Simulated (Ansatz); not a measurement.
Take Si in the diamond structure (space group Fd-3m, No. 227; a = 5.470 Å) as the base.

All numbers come from Ansatz (a first-principles code) PBE, without spin-orbit coupling.

One change was made to it. Results:

The volume per atom drops by 0.07 Å³, from 20.46 Å³ to 20.39 Å³; the valley order (the lowest conduction-band minima on the path, energy above the VBM, named in the base's zone) goes from a point along ⟨100⟩, about 1.0 Å⁻¹ from Γ 0.61 eV; L along ⟨111⟩ 1.46 eV to a point along ⟨100⟩, about 1.0 Å⁻¹ from Γ 0.61 eV; L along ⟨111⟩ 1.47 eV.

Question: Which change produced these results?
(A) pressure 0.3 GPa
(B) pressure 5 GPa
(C) pressure 3 GPa

Answer: A, pressure 0.3 GPa. For comparison, the valley order in the other runs: pressure 5 GPa gives a point along ⟨100⟩, about 1.0 Å⁻¹ from Γ 0.52 eV; L along ⟨111⟩ 1.64 eV; pressure 3 GPa gives a point along ⟨100⟩, about 1.0 Å⁻¹ from Γ 0.56 eV; L along ⟨111⟩ 1.57 eV.

The levels and masses belong to the bands next to the band gap. Load acts through the strain it causes; cell and atoms are relaxed under it. Stability against distortions was not tested. Tetrahedral semiconductors of this kind turn to denser phases somewhere between about 1 and 50 GPa; those were not computed, so compressed cells here can lie past the real transition.
